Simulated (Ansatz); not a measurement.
System: interstitial O in anatase TiO2 (neutral cell). These are PBE, PAW (plane waves to 420 eV; Ansatz, an electronic-structure program) values and carry that method's errors.

108-site cell at the relaxed PBE lattice, the Γ point alone, smearing 0.01 eV, spin-restricted, no finite-size correction. No zero-point or tunnelling terms. The charge state is imposed; whether it is stable for some Fermi level was not computed. Sites that were not tried may lie lower.

Barriers: single points on a 2×2×2 k-point mesh shifted by half a step at the bands' geometries.

The step: several atoms move together, O the farthest. Atoms about the jump, Cartesian Å from the middle of the jump, before and after:

```
atom     x0     y0     z0     x1     y1     z1
----  -----  -----  -----  -----  -----  -----
O1     0.58   0.59  -0.44  -0.58  -0.59   0.44
Ti2    1.31  -1.38   0.00   1.37  -1.31  -0.01
O3    -0.62  -1.50   0.44  -0.59  -2.04   0.44
O4     2.04   0.59  -0.45   1.50   0.62  -0.45
O5     1.31  -1.31  -2.00   1.22  -1.31  -1.97
O6     1.31  -1.22   1.97   1.31  -1.32   2.00
O7    -0.62   2.68   0.44  -0.59   2.42   0.39
O8    -2.42   0.59  -0.40  -2.68   0.62  -0.45
Ti9    1.31   0.59  -2.46   1.31   0.60  -2.42
Ti10  -0.60  -1.32   2.42  -0.59  -1.31   2.46
Ti11   1.31   2.55   0.00   1.32   2.48  -0.01
Ti12  -2.48  -1.32   0.00  -2.55  -1.31  -0.01
O13   -0.62   0.59  -2.89  -0.59   0.60  -2.83
O14   -0.61   0.59   2.82  -0.59   0.61   2.89
```

### Question
Predict the transition state.

### Answer

```
atom      x      y      z
----  -----  -----  -----
O1     0.07  -0.07  -0.01
Ti2    1.36  -1.36   0.00
O3    -0.69  -1.67   0.44
O4     1.67   0.68  -0.45
O5     1.35  -1.31  -2.03
O6     1.31  -1.35   2.02
O7    -0.58   2.54   0.40
O8    -2.54   0.58  -0.41
Ti9    1.31   0.59  -2.47
Ti10  -0.60  -1.32   2.46
Ti11   1.32   2.57   0.00
Ti12  -2.57  -1.33  -0.01
O13   -0.59   0.57  -2.85
O14   -0.58   0.58   2.85
```
It lies 1.12 eV above the start and 1.12 eV above the end. The check of the saddle point's order was inconclusive, and it lies on a symmetry element of the cell, where a band can be held.
